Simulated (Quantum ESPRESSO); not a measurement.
A self-consistent single point of Cu (Fm-3m, 1 atom in the cell) with Quantum ESPRESSO.

Computed with PBE, PSlibrary PAW (PBE) pseudopotentials (plane waves; Quantum ESPRESSO).

```xyz
1
Lattice="-1.8313 0.0000 1.8313 0.0000 1.8313 1.8313 -1.8313 1.8313 0.0000" Properties=species:S:1:pos:R:3 pbc="T T T"
Cu     0.0000     0.0000     0.0000
```

Reference input (self-consistent single point, DFT, PBE, plane waves, PSlibrary ultrasoft (PBE) pseudopotentials): ecutwfc = 50 Ry; ecutrho = 300 Ry; occupations = smearing; smearing = cold; degauss = 0.0147 Ry; potentials = {Cu: Cu.pbe-dn-rrkjus_psl.1.0.0.UPF}; K_POINTS = automatic 20 20 20 1 1 1; conv_thr = 1e-11 Ry; mixing_beta = 0.3. This run's input differs from it in these lines:

```diff
@@ -24,3 +24,3 @@
 ATOMIC_SPECIES
-Cu    63.5460  Cu.pbe-dn-rrkjus_psl.1.0.0.UPF
+Cu    63.5460  Cu.pbe-dn-kjpaw_psl.1.0.0.UPF
 ATOMIC_POSITIONS {angstrom}
```

Output, abridged:

```
     Self-consistent Calculation

     iteration #  1     ecut=    50.00 Ry     beta= 0.30

     Threshold (ethr) on eigenvalues was too large:
     Diagonalizing with lowered threshold

     total energy              =    -213.08129142 Ry
     estimated scf accuracy    <       0.05696584 Ry

     iteration #  2     ecut=    50.00 Ry     beta= 0.30

     total energy              =    -213.09456088 Ry
     estimated scf accuracy    <       0.00713690 Ry

     iteration #  3     ecut=    50.00 Ry     beta= 0.30

     total energy              =    -213.09559278 Ry
     estimated scf accuracy    <       0.00038287 Ry

   [... 4 blocks of this kind left out ...]

     iteration #  8     ecut=    50.00 Ry     beta= 0.30

     total energy              =    -213.09560771 Ry
     estimated scf accuracy    <          2.5E-10 Ry

     iteration #  9     ecut=    50.00 Ry     beta= 0.30
     End of self-consistent calculation

     Number of k-points >= 100: set verbosity='high' to print the bands.

     the Fermi energy is    12.0161 ev

!    total energy              =    -213.09560771 Ry
     estimated scf accuracy    <          3.5E-13 Ry
     smearing contrib. (-TS)   =       0.00001098 Ry
     internal energy E=F+TS    =    -213.09561869 Ry

     convergence has been achieved in   9 iterations

     Forces acting on atoms (cartesian axes, Ry/au):

     atom    1 type  1   force =     0.00000000    0.00000000    0.00000000

     Total force =     0.000000     Total SCF correction =     0.000000

          total   stress  (Ry/bohr**3)                   (kbar)     P=      -49.15
  -0.00033412  -0.00000000  -0.00000000          -49.15       -0.00       -0.00
  -0.00000000  -0.00033412   0.00000000           -0.00      -49.15        0.00
  -0.00000000   0.00000000  -0.00033412           -0.00        0.00      -49.15

   JOB DONE.
```

The run converged in 9 iterations. Against the reference run the pressure goes from -4.33 to -4.92 GPa.

The starting cell comes from a database of computed structures (which also holds hypothetical and non-ambient phases and stackings), without a prior relaxation at this level. Its lattice was rescaled by a random factor within 2.5 % of one. Spin polarisation is off. With a pressure of about -5 GPa the cell is away from its equilibrium volume at this level.

Cost on one core of a shared machine: roughly 80 s.
